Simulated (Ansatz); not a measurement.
Strongest site found for Ti on several surfaces, against an atom of hcp Ti.

Host crystals: corundum, with a band gap; monoclinic HfO2, with a band gap; anatase TiO2, with a band gap; monoclinic ZrO2, with a band gap (PBE, scalar-relativistic without spin-orbit coupling).

Level of theory: PBE (plane waves to 420 eV, PAW; Ansatz, a quantum-chemistry and plane-wave program).

Counted are starts at which the adsorbate stayed whole and on top. Thin slabs; no dispersion, zero-point or thermal terms; negative values mean binding.

```json
[
 {"surface, area an adsorbate": "corundum (0001) (Al on top), 20 Å²", "bonded to": "4 Al + 3 O", "E_ads (eV)": "…", "shortest bond to the host (Å)": "2.16"},
 {"surface, area an adsorbate": "monoclinic HfO2 (100) (2 O on top), 28 Å²", "bonded to": "4 Hf + 2 O", "E_ads (eV)": "1.82", "shortest bond to the host (Å)": "1.93"},
 {"surface, area an adsorbate": "monoclinic ZrO2 (100) (2 O on top), 28 Å²", "bonded to": "2 O + 4 Zr", "E_ads (eV)": "…", "shortest bond to the host (Å)": "1.90"},
 {"surface, area an adsorbate": "bcc Ta (110), 31 Å²", "bonded to": "4 Ta", "E_ads (eV)": "0.63", "shortest bond to the host (Å)": "2.61"},
 {"surface, area an adsorbate": "anatase TiO2 (101) (O on top), 40 Å²", "bonded to": "4 O + 5 Ti", "E_ads (eV)": "…", "shortest bond to the host (Å)": "1.90"}
]
```

Question: Some entries are withheld; supply them.

Answer: 
- corundum (0001) (Al on top), 20 Å², E_ads (eV): 1.55
- monoclinic ZrO2 (100) (2 O on top), 28 Å², E_ads (eV): 1.83
- anatase TiO2 (101) (O on top), 40 Å², E_ads (eV): 0.29
